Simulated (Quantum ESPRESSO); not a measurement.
Input and output of a relaxation of the atoms for As (R-3m, 2 atoms in the cell) (Quantum ESPRESSO).

Method: PBE, GBRV 1.5 ultrasoft (PBE) pseudopotentials (plane waves; Quantum ESPRESSO).

This input was run:

```fortran
&control
   calculation = 'relax'
   prefix = 'scf'
   outdir = './work'
   pseudo_dir = './'
   verbosity = 'high'
   forc_conv_thr = 1.9e-03
/
&system
   ibrav = 0
   celldm(1) = 7.8487814888
   nat = 2
   ntyp = 1
   ecutwfc = 40
   ecutrho = 200
   occupations = 'smearing'
   smearing = 'fd'
   degauss = 0.0073499
/
&electrons
   conv_thr = 1.0d-10
/
&ions
/
ATOMIC_SPECIES
As    74.9216  as_pbe_v1.uspp.F.UPF
ATOMIC_POSITIONS crystal
As    0.2411470000    0.2411470000    0.2411470000
As    0.7730000000    0.7730000000    0.7730000000
K_POINTS automatic
9 9 9  0 0 0
CELL_PARAMETERS alat
   0.8905400647    -0.4549048177     0.0000000342
   0.8905400647     0.4549048177     0.0000000342
   0.6581659952     0.0000000000     0.7528728463
```

Log, with long lists cut:

```
     Self-consistent Calculation

     iteration #  1     ecut=    40.00 Ry     beta= 0.70

---- Real-time Memory Report at c_bands before calling an iterative solver
            86 MiB given to the printing process from OS
            53 MiB allocation reported by mallinfo(arena+hblkhd)
------------------

     Threshold (ethr) on eigenvalues was too large:
     Diagonalizing with lowered threshold

---- Real-time Memory Report at c_bands before calling an iterative solver
           125 MiB given to the printing process from OS
            57 MiB allocation reported by mallinfo(arena+hblkhd)
------------------

   [... lines left out ...]

---- Real-time Memory Report at c_bands before calling an iterative solver
           129 MiB given to the printing process from OS
            62 MiB allocation reported by mallinfo(arena+hblkhd)
------------------

     total energy              =     -80.54021790 Ry
     estimated scf accuracy    <          1.1E-09 Ry

     iteration #  8     ecut=    40.00 Ry     beta= 0.70

---- Real-time Memory Report at c_bands before calling an iterative solver
           129 MiB given to the printing process from OS
            62 MiB allocation reported by mallinfo(arena+hblkhd)
------------------
     End of self-consistent calculation

     the Fermi energy is     7.2835 ev

!    total energy              =     -80.54021790 Ry
     estimated scf accuracy    <          6.9E-12 Ry
     smearing contrib. (-TS)   =      -0.00089672 Ry
     internal energy E=F+TS    =     -80.53932118 Ry

     convergence has been achieved in   8 iterations

     Forces acting on atoms (cartesian axes, Ry/au):

     atom    1 type  1   force =    -0.03125033    0.00000000   -0.00964540
     atom    2 type  1   force =     0.03125033    0.00000000    0.00964540

     Total force =     0.046252     Total SCF correction =     0.000001

     BFGS Geometry Optimization
     Energy error            =      2.1E-03 Ry
     Gradient error          =      3.1E-02 Ry/Bohr

     number of scf cycles    =   1
     number of bfgs steps    =   0

   [... lines left out ...]
     the Fermi energy is     7.4592 ev
!    total energy              =     -80.54447309 Ry
     Total force =     0.001700     Total SCF correction =     0.000002
     the Fermi energy is     7.4576 ev
!    total energy              =     -80.54447721 Ry
     Total force =     0.000149     Total SCF correction =     0.000000
     bfgs converged in   5 scf cycles and   4 bfgs steps
   [... lines left out ...]
     (criteria: energy <  1.0E-04 Ry, force <  1.9E-03 Ry/Bohr)

     End of BFGS Geometry Optimization

     Final energy             =     -80.5444772060 Ry

     File ./work/scf.bfgs deleted, as requested
Begin final coordinates

ATOMIC_POSITIONS (crystal)
As               0.2352134739        0.2352134739        0.2352134681
As               0.7789335261        0.7789335261        0.7789335319
End final coordinates

   JOB DONE.
```

The run converged. 

Summary of the result:
- Free energy E − TS = -1095.8634 eV
- Fermi level (on the code's own zero) = 7.46 eV
- Largest force (vector length) = 0.003 eV/Å
- Relaxation steps = 4

The starting cell has typed, rounded lattice constants, without a prior relaxation at this level. Its lattice was rescaled by up to half a per cent. For this run, on top of that: one atom moved by 0.15 angstrom.

Cost on one core of a shared machine: roughly 2 min.
